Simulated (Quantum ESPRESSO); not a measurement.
Quantum ESPRESSO run on Li3In (I4/mmm, 4 atoms in the cell): self-consistent single point.

Method: PBEsol, SSSP 1.1.2 efficiency (PBE) pseudopotentials (plane waves; Quantum ESPRESSO).

```xyz
4
Lattice="-2.0807 2.0807 4.2281 2.0807 -2.0807 4.2281 2.0807 2.0807 -4.2281" Properties=species:S:1:pos:R:3 pbc="T T T"
Li     0.0000     2.0807     2.1140
Li     2.0807     0.0000     2.1140
Li     0.0000     0.0000     4.2281
In     0.0000     0.0000     0.0000
```

Reference input (self-consistent single point, DFT, LDA (PZ), plane waves, GBRV 1.5 ultrasoft (LDA) pseudopotentials): ecutwfc = 40 Ry; ecutrho = 200 Ry; occupations = smearing; smearing = gaussian; degauss = 0.0147 Ry; potentials = {Li: li_lda_v1.4.uspp.F.UPF, In: in_lda_v1.4.uspp.F.UPF}; K_POINTS = automatic 11 11 11 0 0 0; conv_thr = 1e-09 Ry; mixing_beta = 0.4. This run's input differs from it in these lines:

```diff
@@ -11,4 +11,4 @@
  ntyp = 2,
- ecutwfc = 40,
- ecutrho = 200,
+ ecutwfc = 55,
+ ecutrho = 440,
  occupations = 'smearing',
@@ -16,2 +16,3 @@
  degauss = 0.0147,
+ input_dft = 'pbesol',
 /
@@ -22,4 +23,4 @@
 ATOMIC_SPECIES
-Li     6.9400  li_lda_v1.4.uspp.F.UPF
-In   114.8180  in_lda_v1.4.uspp.F.UPF
+Li     6.9400  li_pbe_v1.4.uspp.F.UPF
+In   114.8180  In.pbe-dn-rrkjus_psl.0.2.2.UPF
 CELL_PARAMETERS {angstrom}
```

The program printed (abridged):

```
     Self-consistent Calculation

     iteration #  1     ecut=    55.00 Ry     beta= 0.40

     total energy              =    -187.36020256 Ry
     estimated scf accuracy    <       1.51070453 Ry

     iteration #  2     ecut=    55.00 Ry     beta= 0.40

     total energy              =    -187.62226622 Ry
     estimated scf accuracy    <       0.05213977 Ry

     iteration #  3     ecut=    55.00 Ry     beta= 0.40

     total energy              =    -187.64162421 Ry
     estimated scf accuracy    <       0.00889443 Ry

   [... 10 blocks of this kind left out ...]

     iteration # 14     ecut=    55.00 Ry     beta= 0.40

     total energy              =    -187.64623926 Ry
     estimated scf accuracy    <          7.6E-09 Ry

     iteration # 15     ecut=    55.00 Ry     beta= 0.40
     End of self-consistent calculation

     Number of k-points >= 100: set verbosity='high' to print the bands.

     the Fermi energy is     4.4526 ev

!    total energy              =    -187.64623926 Ry
     estimated scf accuracy    <          2.6E-11 Ry
     smearing contrib. (-TS)   =      -0.00221728 Ry
     internal energy E=F+TS    =    -187.64402198 Ry

     convergence has been achieved in  15 iterations

     Forces acting on atoms (cartesian axes, Ry/au):

     atom    1 type  1   force =     0.00000000    0.00000000   -0.00000000
   [... zero for the other atoms too ...]

     Total force =     0.000000     Total SCF correction =     0.000000

          total   stress  (Ry/bohr**3)                   (kbar)     P=       -4.53
  -0.00002779   0.00000000  -0.00000000           -4.09        0.00       -0.00
   0.00000000  -0.00002779  -0.00000000            0.00       -4.09       -0.00
   0.00000000   0.00000000  -0.00003677            0.00        0.00       -5.41

   JOB DONE.
```

The run converged in 15 iterations. Against the reference run the pressure goes from -2.43 to -0.45 GPa.

The starting cell comes from a database of computed structures (which also holds hypothetical and non-ambient phases and stackings), without a prior relaxation at this level.

Cost on one core of a shared machine: roughly 2 min.
